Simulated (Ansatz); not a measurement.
**Sensitivity of a calculation on Tl2GeBr6 (Fm-3m, 9 atoms in the cell) to its settings**

```yaml
crystal:
  lattice:
    - [0.00000, 5.07912, 5.07912]
    - [5.07912, 0.00000, 5.07912]
    - [5.07912, 5.07912, 0.00000]
  atoms:
    - { symbol: Tl, position: [0.25000, 0.25000, 0.25000] }
    - { symbol: Tl, position: [0.75000, 0.75000, 0.75000] }
    - { symbol: Ge, position: [0.00000, 0.00000, 0.00000] }
    - { symbol: Br, position: [0.76300, 0.23700, 0.23700] }
    - { symbol: Br, position: [0.23700, 0.76300, 0.76300] }
    - { symbol: Br, position: [0.23700, 0.76300, 0.23700] }
    - { symbol: Br, position: [0.76300, 0.23700, 0.76300] }
    - { symbol: Br, position: [0.23700, 0.23700, 0.76300] }
    - { symbol: Br, position: [0.76300, 0.76300, 0.23700] }
```

Base run A: PBEsol, default PAW files made with PBE run with Ansatz (a first-principles code), self-consistent single point.

Its settings: kpoints.mp_grid.grid = 4 4 4; hamiltonian.xc = pbesol; hamiltonian.pseudopotentials = {kind: paw} (the program's default PAW files); scf.occupations.method = methfessel_paxton; scf.occupations.width = 0.02 Ry.

The starting cell was generated: these elements placed on a structure prototype, without a prior relaxation; it need not be a known phase or ordering of this composition. Its lattice was rescaled by a random factor within 2.5 % of one. Ansatz's pressure includes its estimate of the finite-basis (Pulay) stress. A gap is left out here, as mesh or smearing make it unsure.

ΔF is the free energy per atom less that of run A. 

Run A gave: pressure (GPa) 1.94; largest force (eV/Å) 0.862; k-points 8; valence electrons 82.

Runs:
- B: kpoints.mp_grid.grid: 4 4 4 → 6 6 6
- C: 1 x 2 x 1 supercell, mesh divided to match; kpoints.mp_grid.grid: 4 4 4 → 4 2 4
- D: scf.convergence.dr2_threshold: default (1e-07 eV) → 1e-10 eV
- E: kpoints.mp_grid.grid: 4 4 4 → 3 3 3
- F: crystal.symmetry.detect: default → false
- G: scf.mixing.algorithm: default (the program chose MSR1) → broyden; scf.mixing.ndim: default → 12
- H: scf.mixing.algorithm: default (the program chose MSR1) → anderson; scf.mixing.beta: default → 0.3
- I: scf.mixing.preconditioner: default (the program chose Resta) → kerker; scf.mixing.q_tf: default → 3
- J: scf.algorithm: default → direct_min

Problem. What does run B change against A?

Solution. The free energy drops by 1.4 meV/atom, the pressure moves little (1.94 to 1.95 GPa) and the largest force moves little (0.862 to 0.861 eV/Å).

```csv
run,ΔF (meV/atom),pressure (GPa),largest force (eV/Å),k-points,valence electrons
A,0.00,1.94,0.862,8,82
B,-1.37,1.95,0.861,16,82
C,0.00,1.94,0.862,8,164
D,0.00,1.94,0.862,8,82
E,0.20,1.94,0.855,4,82
F,0.00,1.94,0.862,36,82
G,0.00,1.94,0.862,8,82
H,0.00,1.94,0.862,8,82
I,0.00,1.94,0.862,8,82
J,0.00,1.94,0.862,8,82
```

Keys are those of Ansatz 0.2.
